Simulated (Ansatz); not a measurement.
Terminations of the (100) surface of fcc Ni, ferromagnetic, measured from the surface 'clean 1x1'. Atoms come from or go to: Cu: fcc Cu, Fe: bcc Fe, ferromagnetic, Ga: alpha gallium, Ge: germanium, Mn: fcc-type Mn, layered antiferromagnet, Ni: fcc Ni, ferromagnetic, Pt: fcc Pt, Rh: fcc Rh, Sn: beta tin, Zn: hcp Zn. ΔE is the energy of forming the row's surface from that one (negative: more stable at these reservoirs); the vacuum level's shift is aligned on the shared bottom. No zero-point or thermal terms. These are constructed structures in small cells; real faces may alloy, dewet or reconstruct in larger ones, and not all known structures of the face are among them. Slabs of about 9 Å with all that they carry, Fermi-Dirac smearing of 0.1 eV. Bottom of the slabs: a bare face, its two planes held. Relaxed from the named starts with such symmetry as they have, on meshes of like density; energies extrapolated to zero smearing; no spin-orbit coupling, no U. Spin-polarised runs, if any, are marked in brackets, and their order is one that fits the cell; the others ran without spin. Where a second, spin-polarised start was run, the lower counts. A dash marks a value that is undefined for that row (no clear gap, or no work function of a gapped slab) or was not read reliably on its mesh.

All values below come from PBE (plane waves to 420 eV, PAW; Ansatz, an electronic-structure program).

```tsv
surface	atoms added per 1x1	ΔE per 1x1 (eV)	shift of the vacuum level (eV)	work function (eV)
one row in 4 of the top plane missing [spin, 15.4 μB a cell]	-0.25 Ni	0.09	-0.20	4.71
a pseudomorphic layer of Sn in the host's stacking [spin, 3.5 μB a cell]	+1 Sn	(withheld)	-1.23	3.67
a layer of Pt in place of the second plane [spin, 3.5 μB a cell]	-1 Ni, +1 Pt	(withheld)	0.19	5.10
a pseudomorphic layer of Fe in the host's stacking [spin, 6.7 μB a cell]	+1 Fe	0.09	-0.26	4.66
a pseudomorphic layer of Rh in the host's stacking [spin, 4.1 μB a cell]	+1 Rh	(withheld)	0.28	5.18
a layer of Zn in place of the second plane [spin, 2.1 μB a cell]	-1 Ni, +1 Zn	-0.28	-0.02	4.88
one row in 3 of the top plane missing [spin, 11.4 μB a cell]	-0.333 Ni	0.13	-0.27	4.64
a layer of Fe in place of the second plane [spin, 6.0 μB a cell]	+1 Fe, -1 Ni	-0.20	-0.32	4.58
a pseudomorphic layer of Cu in the host's stacking [spin, 3.7 μB a cell]	+1 Cu	-0.24	-0.26	4.65
a layer of Ge in place of the second plane [spin, 2.0 μB a cell]	+1 Ge, -1 Ni	(withheld)	0.00	4.90
a pseudomorphic layer of Ga in the host's stacking [spin, 3.4 μB a cell]	+1 Ga	(withheld)	-0.33	4.57
a pseudomorphic layer of Mn in the host's stacking [spin, 7.3 μB a cell]	+1 Mn	0.33	-0.51	4.40
```

What belongs in the gaps?


- a pseudomorphic layer of Sn in the host's stacking [spin, 3.5 μB a cell], ΔE per 1x1 (eV): 1.11
- a layer of Pt in place of the second plane [spin, 3.5 μB a cell], ΔE per 1x1 (eV): 0.36
- a pseudomorphic layer of Rh in the host's stacking [spin, 4.1 μB a cell], ΔE per 1x1 (eV): 0.23
- a layer of Ge in place of the second plane [spin, 2.0 μB a cell], ΔE per 1x1 (eV): 0.16
- a pseudomorphic layer of Ga in the host's stacking [spin, 3.4 μB a cell], ΔE per 1x1 (eV): -0.67
